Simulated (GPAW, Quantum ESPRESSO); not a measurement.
A Quantum ESPRESSO input for a self-consistent single point of BiO₂ (P4_2/mnm, 6 atoms in the cell) (DFT, PBEsol, plane waves, SSSP 1.1.2 efficiency (PBE) pseudopotentials):

```fortran
&control
  calculation = 'scf'
  prefix = 'run'
  outdir = './out'
  pseudo_dir = './'
  verbosity = 'high'
  tprnfor = .true.
  tstress = .true.
/
&system
  ibrav = 0
  nat = 6
  ntyp = 2
  ecutwfc = 55
  ecutrho = 440
  occupations = 'smearing'
  smearing = 'gaussian'
  degauss = 0.0036749
  input_dft = 'pbesol'
/
&electrons
  conv_thr = 1.0d-10
  mixing_beta = 0.5
/
ATOMIC_SPECIES
Bi   208.9804  Bi_pbe_v1.uspp.F.UPF
O     15.9990  O.pbe-n-kjpaw_psl.0.1.UPF
ATOMIC_POSITIONS crystal
Bi    0.5000000000    0.5000000000    0.0000000000
Bi    0.0000000000    0.0000000000    0.5000000000
O     0.6920600000    0.3079400000    0.5000000000
O     0.3079400000    0.6920600000    0.5000000000
O     0.1920600000    0.1920600000    0.0000000000
O     0.8079400000    0.8079400000    0.0000000000
K_POINTS automatic
6 6 9  0 0 0
CELL_PARAMETERS angstrom
   4.9860030000     0.0000000000     0.0000000000
   0.0000000000     4.9860030000     0.0000000000
   0.0000000000     0.0000000000     3.4456550000
```

### Question
Give the GPAW input for the same structure, mesh, smearing and functional.

### Answer
One input that does it (others would too):

```python
from ase import Atoms
from ase.units import GPa
from gpaw import GPAW

atoms = Atoms(['Bi', 'Bi', 'O', 'O', 'O', 'O'],
              cell=[[4.986003, 0.000000, 0.000000],
                    [0.000000, 4.986003, 0.000000],
                    [0.000000, 0.000000, 3.445655]],
              scaled_positions=[[0.500000, 0.500000, 0.000000],
                                [0.000000, 0.000000, 0.500000],
                                [0.692060, 0.307940, 0.500000],
                                [0.307940, 0.692060, 0.500000],
                                [0.192060, 0.192060, 0.000000],
                                [0.807940, 0.807940, 0.000000]],
              pbc=True)

calc = GPAW(mode={'name': 'pw', 'ecut': 900},
            xc='PBEsol',
            kpts={'size': (6, 6, 9), 'gamma': True},
            occupations={'name': 'methfessel-paxton', 'width': 0.05, 'order': 0},
            nbands=-14,
            convergence={'density': 1e-05, 'energy': 1e-05},
            symmetry={'symmorphic': False, 'tolerance': 0.0005},
            maxiter=150)

atoms.calc = calc

energy = atoms.get_potential_energy()
print('Energy (eV):', round(energy, 6))
forces = atoms.get_forces()
print('Forces (eV/Ang):')
print(forces.round(5))
stress = atoms.get_stress()
print('Stress (GPa, Voigt):', (stress / GPa).round(4))
```

Basis, cutoffs, solver keys and any potentials are the target program's own. This input uses DFT PBEsol, plane waves, GPAW PAW datasets PBEsol (made by gpaw-setup).

The starting cell comes from a database of computed structures (which also holds hypothetical and non-ambient phases and stackings), without a prior relaxation at this level. Its lattice was rescaled by a random factor within 2.5 % of one.
